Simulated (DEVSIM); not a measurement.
Structure: abrupt In0.53Ga0.47As n-p junction, at 300 K.

| layer (left to right) | material | thickness (μm) | Nd (cm⁻³) | Na (cm⁻³) | τn (s) | τp (s) |
|---|---|---|---|---|---|---|
| 1 | In0.53Ga0.47As | 1.00 | 5e16 | - | 3.1e-9 | 3.1e-9 |
| 2 | In0.53Ga0.47As | 0.320 | - | 6e16 | 3.1e-9 | 3.1e-9 |

Left contact: ohmic. Right contact: ohmic. Voltage is applied to the left contact. Recombination: SRH at mid-gap, Auger. Mobility is μmin + (μ − μmin)/(1 + (N/Nref)^α).

Constants are typed, rounded textbook-type inputs, not results; the design itself was drawn at random and stands for no fabricated device. Values at 300 K.

```
parameter      In0.53Ga0.47As
-------------  --------------
gap (eV)                 0.74
affinity (eV)            4.51
permittivity             13.9
Nc (cm⁻³)              2.1e17
Nv (cm⁻³)              7.7e18
μn (cm²/Vs)             12000
μp (cm²/Vs)               300
μn,min                    300
μp,min                     10
Nref,n                 1.3e17
Nref,p                 4.9e17
αn                       0.48
αp                        0.4
Cn (cm⁶/s)              5e-29
Cp (cm⁶/s)              5e-29
```

Simulated with DEVSIM: 1D drift-diffusion, Boltzmann statistics, complete ionisation; no tunnelling, impact ionisation, image-force lowering or self-heating.

Base results: dark forward voltage at 100 A/cm² (V) 0.415; dark forward voltage at 1 A/cm² (V) 0.294.

**Question.** What follows from this one change: thickness of layer 2 0.32 → 0.19 μm?

**Answer.** dark forward voltage at 100 A/cm² 0.415 → 0.399 V; dark forward voltage at 1 A/cm² 0.294 → 0.277 V.

**Question.** What follows from this one change: constant mobility in place of the doping-dependent one?

**Answer.** dark forward voltage at 100 A/cm² 0.415 → 0.402 V; dark forward voltage at 1 A/cm² 0.294 → 0.281 V.
